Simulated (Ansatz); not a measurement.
The starting structures come from a database of crystals and need not be the phases stable at ambient conditions.

# Evanescent states of Li3AlH6 (R-3, not sure to be the ambient phase, 20 atoms a cell, 8.6 Å³ an atom) along the normal of (100)

These are r2SCAN (plane waves, PAW; Ansatz, a quantum-chemistry and plane-wave program) values and carry that method's errors.

No gap correction and no spin-orbit coupling; mid-gap values are interpolated between computed energies.

Energies count from the valence-band top; κ is the least over a 4×4 mesh across the current.

```json
[
 {"E (eV)": "0.10", "κ (1/Å)": "0.132", "where": "off Γ"},
 {"E (eV)": "0.30", "κ (1/Å)": "0.205", "where": "off Γ"},
 {"E (eV)": "0.50", "κ (1/Å)": "0.252", "where": "off Γ"},
 {"E (eV)": "0.70", "κ (1/Å)": "0.288", "where": "off Γ"},
 {"E (eV)": "0.90", "κ (1/Å)": "0.316", "where": "off Γ"},
 {"E (eV)": "1.10", "κ (1/Å)": "0.341", "where": "off Γ"},
 {"E (eV)": "1.30", "κ (1/Å)": "0.361", "where": "off Γ"},
 {"E (eV)": "1.50", "κ (1/Å)": "0.368", "where": "off Γ"},
 {"E (eV)": "1.70", "κ (1/Å)": "0.371", "where": "off Γ"},
 {"E (eV)": "1.90", "κ (1/Å)": "0.369", "where": "off Γ"},
 {"E (eV)": "2.10", "κ (1/Å)": "0.365", "where": "off Γ"},
 {"E (eV)": "2.30", "κ (1/Å)": "0.356", "where": "Γ"},
 {"E (eV)": "2.50", "κ (1/Å)": "0.345", "where": "Γ"},
 {"E (eV)": "2.70", "κ (1/Å)": "0.332", "where": "Γ"},
 {"E (eV)": "2.90", "κ (1/Å)": "0.317", "where": "Γ"},
 {"E (eV)": "3.10", "κ (1/Å)": "0.300", "where": "Γ"},
 {"E (eV)": "3.30", "κ (1/Å)": "0.280", "where": "Γ"},
 {"E (eV)": "3.50", "κ (1/Å)": "0.257", "where": "Γ"},
 {"E (eV)": "3.70", "κ (1/Å)": "0.229", "where": "Γ"},
 {"E (eV)": "3.90", "κ (1/Å)": "0.193", "where": "off Γ"},
 {"E (eV)": "4.10", "κ (1/Å)": "0.137", "where": "off Γ"}
]
```

### Question
How thick must the barrier be to attenuate the transmission by 10^4 when the electrodes' Fermi level lies at 0.30 eV, and what attenuation does that film give at 0.70 eV?

### Answer
d = 4 ln 10 / (2 × 0.205) = 22.5 Å. At 0.70 eV it gives 4 × 0.288/0.205 = 5.6 decades.
